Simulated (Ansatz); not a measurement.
The parent structure is Na in the bcc (W type) structure (space group Im-3m, No. 229; a = 4.170 Å).

Method: PBEsol, PAW, 420 eV (Ansatz, a quantum-chemistry and plane-wave program; no spin-orbit coupling).

For the base:

| Quantity | Result |
|---|---|
| Lattice parameter a | 4.170 Å |

The change: cell and atoms relaxed at a pressure of 0.7 GPa.

Task: Estimate the effect on the lattice parameter a.

Result: The lattice parameter a decreases by 0.107 Å to 4.063 Å.

Load acts through the strain it causes; cell and atoms are relaxed under it. No phonon test of stability was made.
